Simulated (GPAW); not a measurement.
A self-consistent single point of Ti2Sn (P6_3/mmc, 6 atoms in the cell) with GPAW.

Method of the run: LDA (Perdew-Wang 92), GPAW PAW datasets LDA (gpaw-data 1.0.1) (plane waves; GPAW).

```
CELL_PARAMETERS angstrom
      4.73535     0.00000     0.00000
     -2.36768     4.10093     0.00000
      0.00000     0.00000     5.61886
ATOMIC_POSITIONS crystal
  Ti 0.66667 0.33333 0.25000
  Ti 0.33333 0.66667 0.75000
  Ti 0.00000 0.00000 0.00000
  Ti 0.00000 0.00000 0.50000
  Sn 0.66667 0.33333 0.75000
  Sn 0.33333 0.66667 0.25000
```

Reference input (self-consistent single point, DFT PBEsol, plane waves, GPAW PAW datasets PBEsol (made by gpaw-setup)): mode = pw; ecut = 850 eV; xc = PBEsol; kpts = 7 7 5; mesh shift (steps) = 0 0 0; occupations.name = fermi-dirac; occupations.width = 0.1 eV; nbands = -10; convergence.forces = 0.001 eV/Å; symmetry.symmorphic = false; symmetry.tolerance = 0.0005; maxiter = 100. This run's input differs from it in these lines:

```diff
@@ -17,3 +17,3 @@
 calc = GPAW(mode=PW(850),
-            xc='PBEsol',
+            xc='LDA',
             kpts=(7, 7, 5),
```

Its files differ too (potentials: GPAW PAW datasets LDA (gpaw-data 1.0.1)).

The program printed (abridged):

```
     iter     time        total  log10-change:
                         energy   eigst   dens  force
iter:   1 --:--:--   -42.444964
iter:   2 --:--:--   -42.431234   -0.85  -1.48
iter:   3 --:--:--   -42.011452   -1.49  -1.49
iter:   4 --:--:--   -41.836778   -1.27  -1.64
iter:   5 --:--:--   -41.996883   -1.31  -1.98
   [... 2 lines left out ...]
iter:   8 --:--:--   -41.844610   -2.84  -2.38
iter:   9 --:--:--   -41.890006   -2.18  -2.57
iter:  10 --:--:--   -41.842279   -2.57  -2.33
iter:  11 --:--:--   -41.832227   -2.15  -2.62
iter:  12 --:--:--   -41.834820c  -2.53  -3.31
iter:  13 --:--:--   -41.836340c  -2.97  -3.10
   [... lines left out ...]
iter:  26 --:--:--   -41.834176c  -5.50  -4.01c
iter:  27 --:--:--   -41.834058c  -4.65  -3.95
iter:  28 --:--:--   -41.834078c  -5.74  -3.89
iter:  29 --:--:--   -41.834147c  -4.88  -4.14c
iter:  30 --:--:--   -41.834093c  -6.47  -4.08c
iter:  31 --:--:--   -41.834052c  -5.19  -4.24c
iter:  32 --:--:--   -41.834113c  -5.39  -4.10c
iter:  33 --:--:--   -41.834113c  -6.21  -4.54c
iter:  34 --:--:--   -41.834097c  -6.88  -4.53c
iter:  35 --:--:--   -41.834107c  -7.33  -4.73c
iter:  36 --:--:--   -41.834102c  -7.30  -5.16c
iter:  37 --:--:--   -41.834102c  -7.83c -5.71c
iter:  38 --:--:--   -41.834103c  -8.99c -5.59c -16.53c
Converged after 38 iterations.

Dipole moment: (0.000000, -0.000000, -0.000000) |e|*Ang

Energy contributions relative to reference atoms: (reference = -428426.969859)

Kinetic:        +25.784668
Potential:      -21.268633
External:        +0.000000
XC:             -46.093031
Entropy (-ST):   -0.157154
Local:           -0.178530
SIC:             +0.000000
--------------------------
Free energy:    -41.912680
Extrapolated:   -41.834103

Showing only first 2 kpts
 Kpt  Band  Eigenvalues  Occupancy
  0    36      8.24208    1.99959
  0    37      8.24230    1.99959
  0    38      9.97962    0.00028
  0    39      9.97963    0.00028

  1    36      8.30062    1.99927
  1    37      8.30082    1.99927
  1    38      9.52119    0.02700
  1    39     10.12820    0.00006

Fermi level: 9.09206

Gap: 0.115 eV
Transition (v -> c):
   [... lines left out ...]
  0 Ti    0.00000    0.00000   -0.00000
  1 Ti    0.00000    0.00000    0.00000
  2 Ti    0.00000    0.00000    0.00000
  3 Ti    0.00000    0.00000    0.00000
  4 Sn    0.00000   -0.00000   -0.00000
  5 Sn    0.00000    0.00000   -0.00000

Stress tensor:
     0.042253    -0.000000     0.000000
    -0.000000     0.042253     0.000000
     0.000000     0.000000     0.042423
Stress (GPa, Voigt): [ 6.7696  6.7696  6.7969  0.      0.     -0.    ]
```

The run converged in 38 iterations. GPAW prints stress with tension positive. Against the reference run the pressure goes from -3.05 to -6.78 GPa.

The starting cell comes from a database of computed structures (which also holds hypothetical and non-ambient phases and stackings), without a prior relaxation at this level. Spin polarisation is off. With a pressure of about -7 GPa the cell is away from its equilibrium volume at this level. The log's line on a gap gives a spacing of levels on this mesh, which the program prints for metals too.

Cost on one core of a shared machine: roughly 7 min.
